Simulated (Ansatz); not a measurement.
Ta₂N (P-3m1), PBEsol, DFPT electron-phonon coupling, linearised Boltzmann equation (Ansatz, a program for electronic structure). Phonon-limited resistivity 17.4 μΩ·cm at 300 K along y (a = (3.08, 0.00, 0.00) Å; b = (-1.54, 2.67, 0.00) Å; c = (0.00, 0.00, 4.81) Å), current-weighted mean free path 7.1 nm, Drude plasma energy 5.66 eV.

What Drude relaxation time do resistivity and plasma energy imply?

ω_p = 8.60e15 s⁻¹, so τ = 1/(ε₀ ω_p² ρ) = 8.78 fs, a damping ħ/τ of 75.0 meV.

Estimate the resistivity of a 40 nm square wire with diffuse walls from ρ ≈ ρ₀(1 + 3ℓ/4d).

1 + 0.75 × 7.1/40 = 1.13, so ρ ≈ 19.7 μΩ·cm and a line 1 μm long has 123 Ω. The formula is the free-electron limit for d well above ℓ; grain boundaries add to it.

What is the classical skin depth at 1 GHz (nonmagnetic, μ₀ = 1.257×10⁻⁶ H/m)?

δ = √(ρ/(π f μ₀)) = 6640 nm.

A metal at this level (no band gap). Only scattering by harmonic phonons is included (no impurities, grain boundaries, electron-electron scattering or thermal expansion). Spin-orbit coupling is left out, which matters with elements this heavy. The run warned that the eigensolver left some states short of its tolerance. Halving the electron mesh (32x32x20) moves the resistivity by up to 5 % at 300 K, the mean free path by up to 2 %. Smearing 0.20 eV; phonons on a 5x5x3 q mesh, which this run doesn't test.

Computed structure with no diffraction record at hand here (it may be known, metastable or hypothetical): Ta2N (P-3m1).
